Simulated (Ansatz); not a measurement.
**Hf: pressure 3 GPa**

Start from Hf in the hcp (Mg type) structure (space group P6_3/mmc, No. 194; a = 3.1979 Å, c = 5.0473 Å).

The change: cell and atoms relaxed at a pressure of 3 GPa.

Computed with r2SCAN, PAW, 500 eV (Ansatz, a program for electronic structure; scalar-relativistic without spin-orbit coupling). k-mesh 17×17×9 (Γ-centred); smearing 0.05 eV (Fermi–Dirac).

```tsv
quantity	base	changed	shift
volume per atom	22.35 Å³	21.78 Å³	-0.57 Å³
density	13.26 g/cm³	13.61 g/cm³	+0.35 g/cm³
lattice parameter a	319.8 pm	317.0 pm	-2.8 pm
c/a ratio	1.578	1.579	+0.001
shortest interatomic distance	312.7 pm	310.0 pm	-2.7 pm
enthalpy H = E + PV relative to the base's energy	–	+0.41 eV/atom	–
band gap	zero	zero	–
```

Cost of the whole job for the changed cell (relaxation, final SCF and bands): around 110 core-seconds (rough).

Load acts through the strain it causes; cell and atoms are relaxed under it. Stability against distortions was not tested. The final runs are not spin-polarised.
